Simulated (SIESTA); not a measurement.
A relaxation of cell and atoms of Be (P-1, 2 atoms in the cell) with SIESTA.

Method of the run: GGA PBE, numerical atomic orbitals DZP, PseudoDojo PBE standard norm-conserving potentials (rewritten from UPF to PSML) run with SIESTA.

```
CELL_PARAMETERS angstrom
      2.26478     0.00000     0.00000
     -1.13239     1.96136     0.00000
      0.00000     0.00000     3.57410
ATOMIC_POSITIONS crystal
  Be 0.33279 0.66981 0.75034
  Be 0.66721 0.33019 0.24966
```

Reference input (self-consistent single point, DFT, GGA PBE, numerical atomic orbitals DZP, PseudoDojo PBE standard norm-conserving potentials (rewritten from UPF to PSML)): XC.functional = GGA; XC.authors = PBE; potentials = PseudoDojo PBE standard; PAO.BasisSize = DZP; PAO.EnergyShift = 0.005 Ry; MeshCutoff = 300 Ry; kgrid.MonkhorstPack = 13 13 8; OccupationFunction = MP; OccupationMPOrder = 0; ElectronicTemperature = 0.272 eV; PAO.Polarization.NonPerturbative = true; MaxSCFIterations = 150. This run's input differs from it in these lines:

```diff
@@ -42,2 +42,7 @@
 Diag.ParallelOverK           true
+MD.TypeOfRun                 CG
+MD.Steps                     40
+MD.MaxForceTol               0.02 eV/Ang
+MD.VariableCell              true
+MD.MaxStressTol              0.05 GPa
 WriteForces                  true
```

Log, with long lists cut:

```
        iscf     Eharris(eV)        E_KS(eV)     FreeEng(eV)     dDmax    Ef(eV) dHmax(eV)
   scf:    1     -724.462976     -758.843101     -758.848707  0.816639-15.881092  0.363879
   scf:    2     -758.843272     -758.843186     -758.848807  0.001524-15.878319  0.326296
   scf:    3     -758.843667     -758.843443     -758.849196  0.011012-15.854924  0.009301
   scf:    4     -758.843446     -758.843446     -758.849203  0.000849-15.854400  0.000208
   scf:    5     -758.843446     -758.843446     -758.849203  0.000102-15.854322  0.000756
   scf:    6     -758.843446     -758.843446     -758.849203  0.000310-15.854539  0.000008
mix: Pulay -- inversion failed, > SVD [rank/size] 3 / 5
   scf:    7     -758.843446     -758.843446     -758.849203  0.000003-15.854541  0.000002
SCF Convergence by DM+H criterion
max |DM_out - DM_in|         :     0.0000026397
max |H_out - H_in|      (eV) :     0.0000023965
SCF cycle converged after 7 iterations

Using DM_out to compute the final energy and forces

siesta: E_KS(eV) =             -758.8434

siesta: E_KS - E_eggbox =      -758.8434

siesta: Atomic forces (eV/Ang):
     1    0.041639   -0.054865   -0.020780
     2   -0.041639    0.054865    0.020780
   Tot   -0.000000    0.000001    0.000000
   Max    0.054865
   Res    0.041536    sqrt( Sum f_i^2 / 3N )
   Max    0.054865    constrained

Stress tensor Voigt[x,y,z,yz,xz,xy] (kbar):       -8.86      -14.51        4.08       -0.03        0.02       -1.85
(Free)E + p*V (eV/cell)     -758.7855
Target enthalpy (eV/cell)     -758.8492

siesta: Stress tensor (static) (eV/Ang**3):
   [... lines left out ...]
siesta: Pressure (static):          6.43124880  kBar
siesta: Pressure (total):          6.43124880  kBar
No target stress found, assuming hydrostatic MD.TargetPressure.
Target stress (kBar)
outcell: Cell volume (Ang**3)        :     15.9573
        iscf     Eharris(eV)        E_KS(eV)     FreeEng(eV)     dDmax    Ef(eV) dHmax(eV)
siesta: Pressure (static):         -0.33439019  kBar
siesta: Pressure (total):         -0.33439019  kBar
outcell: Cell volume (Ang**3)        :     15.9573
siesta: FreeEng =      -758.850191
   [... lines left out ...]
siesta:     0.000170    0.000050    0.000002
siesta:     0.000050    0.000289   -0.000003
siesta:     0.000002   -0.000003    0.000167

siesta: Cell volume =         15.957306 Ang**3

siesta: Pressure (static):
siesta:                Solid            Molecule  Units
siesta:          -0.00000227         -0.00000197  Ry/Bohr**3
siesta:          -0.00020871         -0.00018096  eV/Ang**3
siesta:          -0.33439019         -0.28993670  kBar
```

The run converged. 

Summary of the result:
| Item | Result |
|---|---|
| Free energy E − TS | -758.8502 eV |
| Fermi level (on the code's own zero) | -15.79 eV |
| Pressure | -0.03 GPa |
| Largest force (vector length) | 0.002 eV/Å |
| Final cell | a = 2.2726 Å, b = 2.2727 Å, c = 3.5687 Å, α = β = 90.00°, γ = 120.03° |
| Final volume per atom | 7.98 Å³ |
| Relaxation steps | 23 |

The starting cell comes from a database of computed structures (which also holds hypothetical and non-ambient phases and stackings), without a prior relaxation at this level. Its atoms were displaced at random from the sites of space group no. 194. Values carry the incompleteness of an atom-centred basis.

Cost on one core of a shared machine: roughly 9 min.
